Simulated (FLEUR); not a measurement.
Input and output of a self-consistent single point for SrGe₂Rh₂ (I4/mmm, 5 atoms in the cell) (FLEUR).

Method: LDA (Perdew-Zunger), all-electron FLAPW (FLEUR), scalar-relativistic valence.

```
CELL_PARAMETERS angstrom
     -2.09918     2.09918     5.42021
      2.09918    -2.09918     5.42021
      2.09918     2.09918    -5.42021
ATOMIC_POSITIONS crystal
  Sr 0.00000 0.00000 0.00000
  Ge 0.63367 0.63367 0.00000
  Ge 0.36633 0.36633 0.00000
  Rh 0.25000 0.75000 0.50000
  Rh 0.75000 0.25000 0.50000
```

Reference input (self-consistent single point, DFT, PBEsol, all-electron FLAPW (FLEUR), scalar-relativistic valence): Kmax = 3.8 1/bohr; GmaxXC = 11.4 1/bohr; xcFunctional = PBEs; jspins = 1; l_soc = F; mode = gauss; fermiSmearingEnergy = 0.00183747 Htr; mesh (inpgen div1-3) = 7 7 7; inpgen gamma flag = false; Gmax = 11.4 1/bohr; numbands = 0; maxIterBroyd = 15. This run's input differs from it in these lines:

```diff
@@ -17,3 +17,3 @@
 &comp jspins=1 /
-&exco xctyp='PBEs' /
+&exco xctyp='pz' /
 &kpt div1=7 div2=7 div3=7 /
@@ -30,3 +30,3 @@
       <coreElectrons ctail="T" frcor="F" kcrel="0" coretail_lmax="0"/>
-      <xcFunctional name="PBEs" relativisticCorrections="F"/>
+      <xcFunctional name="pz" relativisticCorrections="F"/>
       <magnetism jspins="1"/>
```

The program printed (abridged):

```
 Iteration:     1   Distance:      10.52408501 me/bohr^3
 Iteration:     2   Distance:       9.09020311 me/bohr^3
 Iteration:     3   Distance:       3.98415173 me/bohr^3
 Iteration:     4   Distance:       2.14577946 me/bohr^3
 Iteration:     5   Distance:       2.29724537 me/bohr^3
   [... 10 lines left out ...]
 Iteration:    16   Distance:       0.00009671 me/bohr^3
 Iteration:    17   Distance:       0.00005915 me/bohr^3
 Iteration:    18   Distance:       0.00002743 me/bohr^3
 Iteration:    19   Distance:       0.00000981 me/bohr^3
 Reset of history
 Run finished successfully
 Stop message:
   Structural relaxation: new displacements generated

[file out, last iteration]
             iter=     20
[...]
          total density-effective poten   -2.7488315807E+04
          total charge density-energy d   -5.2394161042E+02
 Updated energy parameters for spin:           1
[...]
 fermi energy and band-weighting factors:

[...]
FERMIE:
          first approx. to ef    (T=0)  :   0.352570 htr   (energy of the highest occ. eigenvalue)
          number of occ. states  (T=0)  :       1361
          first approx. to seigv (T=0)  : -24.684008 htr
          sum of weights of occ. states :  34.002915
          sum of semicore charge        :   0.000000 e
          fermi energy=   0.35290 har   work function=  -9.60278 ev
          number of valence electrons=  68.00000
   [... lines left out ...]
          total moment                 =     0.00000
 Direct bandgap for spin            1 :    1.3402995003415463E-002  Htr
 ---->    free energy=                    -16930.0833788675 htr
   [... lines left out ...]
 TOTAL FORCE FOR ATOM TYPE=  1  X=  0.000   Y=  0.000   Z=  0.000
                       FX_TOT= 0.000000 FY_TOT= 0.000000 FZ_TOT= 0.000000
 TOTAL FORCE FOR ATOM TYPE=  2  X=  0.000   Y=  0.000   Z= -7.504
                       FX_TOT= 0.000000 FY_TOT= 0.000000 FZ_TOT= 0.003069
 TOTAL FORCE FOR ATOM TYPE=  3  X=  0.000   Y=  3.967   Z= -5.121
                       FX_TOT= 0.000000 FY_TOT= 0.000000 FZ_TOT= 0.000000
```

The run converged in 19 iterations. FLEUR gives forces in its relaxation mode, with a further iteration, so its stop message speaks of a relaxation. 

The starting cell comes from a database of computed structures (which also holds hypothetical and non-ambient phases and stackings), without a prior relaxation at this level. Spin polarisation is off. Values depend on the basis (sphere radii, cutoffs, local orbitals), which need not be converged. The log's line on a gap gives a spacing of levels on this mesh, which the program prints for metals too.

Cost on one core of a shared machine: roughly 3 min.
